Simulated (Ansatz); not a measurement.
Consider Ta in the bcc (W type) structure (space group Im-3m, No. 229; a = 3.2823 Å; relaxed with 0.1 eV smearing). Axes: x, y, z lie along the cube axes.

Computed with PBEsol, PAW, 420 eV (Ansatz, a program for electronic structure; without spin-orbit coupling), earlier PAW set.

Modification: an isotropic linear strain of +2.91 %, atoms relaxed at fixed cell.

Q: Predict the stress tensor and what it implies for the stiffness.

A: Stress of the strained cell less that of the base (GPa, compression positive):
```
  -15.1     0.0     0.0
    0.0   -15.1     0.0
    0.0     0.0   -15.1
```

Then B = −ΔP/(ΔV/V₀) with ΔV/V₀ = 0.0899 gives secant stiffness values (nonlinear terms included at this strain): B ≈ 168 GPa.

As a check, the harmonic strain energy −½ V₀ Δσ:ε is 73 meV/atom; the computed energy rise is 80 meV/atom.

Stability against distortions was not tested. The final runs are not spin-polarised.
